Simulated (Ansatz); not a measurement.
The starting structures come from a database of crystals and need not be the phases stable at ambient conditions.

 Where the default PAW files enter, the runs use the earlier of Ansatz's two default sets.

By PBEsol, the system below comes out a metal.

The ballistic (Sharvin) conductance counts the channels at the Fermi level: G/A = (e²/h) × channels of both spins per area.

```
CELL_PARAMETERS angstrom
      3.71374     0.00000     0.00000
      0.00000    10.04483     0.00000
      0.00000     5.02242     5.02242
ATOMIC_POSITIONS crystal
  Zr 0.50000 0.82593 0.84814
  Zr 0.50000 0.17407 0.15186
  Zr 0.50000 0.67407 0.50000
  Zr 0.50000 0.32593 0.50000
  Zr 0.00000 0.00000 0.00000
  Zr 0.00000 0.50000 0.00000
  Si 0.00000 0.37815 0.74370
  Si 0.00000 0.62185 0.25630
  Si 0.00000 0.12185 0.50000
  Si 0.00000 0.87815 0.50000
```

Space group of this cell: P4/mbm. The cell is taken as given; by PBEsol its mean pressure is -3.7 GPa.

The current flows along the normal of the first two printed cell vectors, the (110) plane of the conventional cell. No spin-orbit coupling; the value is a mean over 0.1 eV about the Fermi level.

### Question
Estimate the ballistic conductance per area that Ansatz (an electronic-structure program) with PBEsol returns for this system.

### Answer
0.52 × 10¹⁵ S/m² for both spins.
